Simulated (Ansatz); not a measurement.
An Ansatz (a program for electronic structure) run: hypothetical CsCl type NbP with a change (biaxial strain +2.19 %, plane normal [001], relaxed out of plane); PBE (Ansatz, PAW, no spin-orbit coupling).

Input:

Ansatz 0.2 input:
```yaml
crystal:
  lattice:
    - [3.1782137258, 0, 0]
    - [0, 3.1782137258, 0]
    - [0, 0, 3.0760468592]
  atoms:
    - { symbol: Nb, position: [0, 0, 0] }
    - { symbol: P, position: [0.5, 0.5, 0.5] }
basis: { ecutwfc: 420, ecutrho_ratio: 4, xc_grid: 2, fft_grid_basis: typed }
kpoints: { mp_grid: { grid: [19, 19, 19] } }
hamiltonian:
  xc: pbe
  dispersion: none
  pseudopotentials: { kind: paw }
scf: { occupations: { method: fermi_dirac, width: 0.1 } }
relax: { f_tol: 0.005, max_steps: 50, cell: { stress_tol: 0.01, fix: [a, b, gamma] } }
output: { forces: true, stress: true }
checkpoint: { write: state.ck, write_every: 1000 }
```

Output (explanatory and most iteration lines left out):

```
Relaxation: its limit of steps is 50 (relax.max_steps)
Pseudopotential: Nb, paw, valence charge 13
Pseudopotential: P, paw, valence charge 5
Crystal: 2 atoms, lattice volume = 31.071 Å³
Basis set: ecut = 420 eV, 611 PW (Γ), exchange–correlation on 48×48×48 points (8 copies of the dense FFT grid, shifted against one another)
Bands: 13, of which v1, the nominal top of the filled ones, is band 9 counted from 1 (8 counted from 0)
Symmetry: 16 space group operations
Space group: P4/mmm (ITA 123), of the structure as read, at distance tolerance 3.1e-5 Å
k-points: 550 of 6859
Functional: x = pbe(κ = 0.804, μ = 0.2195149727645171), c = pbe(β = 0.06672455060314922)
SCF iter   1: F=—  HF=-5309.302630 eV  |F-HF|=—  |Δ(HF+E_count)|=         —  Δρ=5.58e-3  dr2=1.37e-2  ethr=1.77e-3  ⟨swp⟩=5.0  Hψ=40734  notcnv=0
SCF iter   2: F=—  HF=-5309.301583 eV  |F-HF|=—  |Δ(HF+E_count)|=   1.05e-3  Δρ=3.69e-3  dr2=7.00e-3  ethr=7.58e-5  ⟨swp⟩=1.0  Hψ=11551  notcnv=0
SCF 1 converged in 6 iterations: F = -5309.300372 eV  dr2 = 7.51e-9
relax step   1: F+E_penalty+E_count = -5309.30037212 eV  Δ(F+E_penalty+E_count) = +0.000e0 eV  max|allowed force component| = 2.169e-30 eV/Å  Δτ_max = 0.0000 Å  P = -5.719 GPa  Ω = 31.071 Å³  fix = [a, b, gamma]  reactions: a -8.505, b -8.505 GPa  (6 SCF iters, dr2 threshold 1.00e-7 eV, accepted)
[... steps on the carried basis left out ...]
relax step   3: F+E_penalty+E_count = -5309.30038020 eV  Δ(F+E_penalty+E_count) = -8.074e-6 eV  max|allowed force component| = 9.861e-31 eV/Å  Δτ_max = 0.0000 Å  P = -5.648 GPa  Ω = 31.058 Å³  energy of the carried Pulay correction = +2.175e-6 eV  fix = [a, b, gamma]  reactions: a -8.473, b -8.473 GPa  (10 SCF iters, accepted)
Crystal: 2 atoms, lattice volume = 31.058 Å³
SCF iter   1: F=—  HF=-5309.300374 eV  |F-HF|=—  |Δ(HF+E_count)|=         —  Δρ=7.72e-7  dr2=3.18e-11  ethr=4.34e-8  ⟨swp⟩=3.0  Hψ=60438  notcnv=0
SCF iter   2: F=—  HF=-5309.300378 eV  |F-HF|=—  |Δ(HF+E_count)|=   3.90e-6  Δρ=3.15e-7  dr2=5.10e-12  ethr=1.77e-13 (applied; sched 1.00e-12)  ⟨swp⟩=3.4  Hψ=17709  notcnv=0
SCF 4 converged in 8 iterations: F = -5309.300378 eV  dr2 = 3.26e-19
SCF converged after 8 iterations
Free energy (F): -5309.300378 eV
Internal energy: -5309.263183 eV  (E = F + TS)
E sigma→0 (E₀):  -5309.281780 eV
Entropy (-TS):   -0.037195 eV (-18.598 meV/atom)
Fermi energy:    16.015206 eV
--- Forces (eV/Å), atoms counted from 1 ---
  atom   1  Nb    -0.00000000     0.00000000     0.00000000
  atom   2  P     -0.00000000    -0.00000000     0.00000000
--- Stress (GPa, compression-positive) ---
       -8.472822      -0.000000       0.000000
       -0.000000      -8.472822       0.000000
        0.000000       0.000000      -0.000034
  P = ⅓ Tr σ = -5.6486 GPa (-56.486 kbar)
--- Relaxed structure (3 steps of the walk, 2 accepted, 1 SCFs on fresh bases) ---
  cell:  # Å, volume = 31.0584 Å³
    - [3.1782137258, -3.250728903092247e-113, 2.2816647118476743e-35]
    - [-3.250728903092247e-113, 3.1782137258, -9.735102770550077e-35]
    - [2.2083183121550002e-35, -9.422158131861336e-35, 3.0747701494002384]
  atoms:
    - { symbol: Nb, position: [2.960194811051095e-49, -1.0764344767458528e-48, 5.560934188446921e-50] }
    - { symbol: P, position: [0.49999999999999994, 0.49999999999999994, 0.5] }
```

Stability against distortions was not tested. The final runs are not spin-polarised. The cell was made from NbP in the CsCl type structure (space group Pm-3m, No. 221; a hypothetical phase, not in the database extracts checked) by this change: biaxial strain +2.19 %, plane normal [001], relaxed out of plane.
